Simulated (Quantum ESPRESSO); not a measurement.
Worked example: self-consistent single point of ScCu₃Se₃ (R-3, 14 atoms in the cell) in Quantum ESPRESSO.

Level of theory: PBEsol, GBRV 1.5 ultrasoft (PBESOL) pseudopotentials (plane waves; Quantum ESPRESSO).

```yaml
crystal:
  lattice:
    - [3.40876, -1.96805, 6.38652]
    - [0.00000, 3.93610, 6.38652]
    - [-3.40876, -1.96805, 6.38652]
  atoms:
    - { symbol: Sc, position: [0.16623, 0.16623, 0.16623] }
    - { symbol: Sc, position: [0.83377, 0.83377, 0.83377] }
    - { symbol: Cu, position: [0.02407, 0.72349, 0.37226] }
    - { symbol: Cu, position: [0.97593, 0.27651, 0.62774] }
    - { symbol: Cu, position: [0.37226, 0.02407, 0.72349] }
    - { symbol: Cu, position: [0.62774, 0.97593, 0.27651] }
    - { symbol: Cu, position: [0.72349, 0.37226, 0.02407] }
    - { symbol: Cu, position: [0.27651, 0.62774, 0.97593] }
    - { symbol: Se, position: [0.25144, 0.90453, 0.57564] }
    - { symbol: Se, position: [0.74856, 0.09547, 0.42436] }
    - { symbol: Se, position: [0.57564, 0.25144, 0.90453] }
    - { symbol: Se, position: [0.42436, 0.74856, 0.09547] }
    - { symbol: Se, position: [0.90453, 0.57564, 0.25144] }
    - { symbol: Se, position: [0.09547, 0.42436, 0.74856] }
```

Reference input (self-consistent single point, DFT, PBEsol, plane waves, GBRV 1.5 ultrasoft (PBESOL) pseudopotentials): ecutwfc = 50 Ry; ecutrho = 400 Ry; occupations = smearing; smearing = gaussian; degauss = 0.0036749 Ry; potentials = {Sc: sc_pbesol_v1.uspp.F.UPF, Cu: cu_pbesol_v1.2.uspp.F.UPF, Se: se_pbesol_v1.uspp.F.UPF}; K_POINTS = automatic 3 3 3 0 0 0; conv_thr = 1e-10 Ry; mixing_beta = 0.4. This run's input differs from it in these lines:

```diff
@@ -44,3 +44,3 @@
 K_POINTS {automatic}
-3 3 3  0 0 0
+2 2 2  0 0 0
```

Output (repeated stretches shortened):

```
     Self-consistent Calculation

     iteration #  1     ecut=    50.00 Ry     beta= 0.40

     total energy              =   -2868.59229482 Ry
     estimated scf accuracy    <       5.00358762 Ry

     iteration #  2     ecut=    50.00 Ry     beta= 0.40

     total energy              =   -2869.84267237 Ry
     estimated scf accuracy    <       1.08383149 Ry

     iteration #  3     ecut=    50.00 Ry     beta= 0.40

     total energy              =   -2870.02391650 Ry
     estimated scf accuracy    <       0.18248402 Ry

   [... 13 blocks of this kind left out ...]

     iteration # 17     ecut=    50.00 Ry     beta= 0.40

     total energy              =   -2870.05145558 Ry
     estimated scf accuracy    <          1.2E-10 Ry

     iteration # 18     ecut=    50.00 Ry     beta= 0.40
     End of self-consistent calculation

     the Fermi energy is    10.3059 ev

!    total energy              =   -2870.05145558 Ry
     estimated scf accuracy    <          6.7E-13 Ry
     smearing contrib. (-TS)   =      -0.00000000 Ry
     internal energy E=F+TS    =   -2870.05145558 Ry

     convergence has been achieved in  18 iterations

     Forces acting on atoms (cartesian axes, Ry/au):

     atom    1 type  1   force =     0.00000000   -0.00000000   -0.00031616
     atom    2 type  1   force =     0.00000000    0.00000000    0.00031616
     atom    3 type  2   force =    -0.00096509    0.00095803   -0.00216376
     atom    4 type  2   force =     0.00096509   -0.00095803    0.00216376
     atom    5 type  2   force =    -0.00034714   -0.00131481   -0.00216376
   [... lines left out ...]

     Total force =     0.013498     Total SCF correction =     0.000001

          total   stress  (Ry/bohr**3)                   (kbar)     P=      -25.87
  -0.00016181  -0.00000000  -0.00000000          -23.80       -0.00       -0.00
   0.00000000  -0.00016181  -0.00000000            0.00      -23.80       -0.00
   0.00000000  -0.00000000  -0.00020393            0.00       -0.00      -30.00

   JOB DONE.
```

The run converged in 18 iterations. Against the reference run the free energy goes up by 14.7 meV/atom, the pressure goes from -2.76 to -2.59 GPa, the largest force goes from 0.130 to 0.125 eV/Å and the gap on the mesh goes from 0.782 to 0.733 eV. The full log also holds: “c_bands:  1 eigenvalues not converged”.

The starting cell comes from a database of computed structures (which also holds hypothetical and non-ambient phases and stackings), without a prior relaxation at this level.

Cost on one core of a shared machine: roughly 5 min.
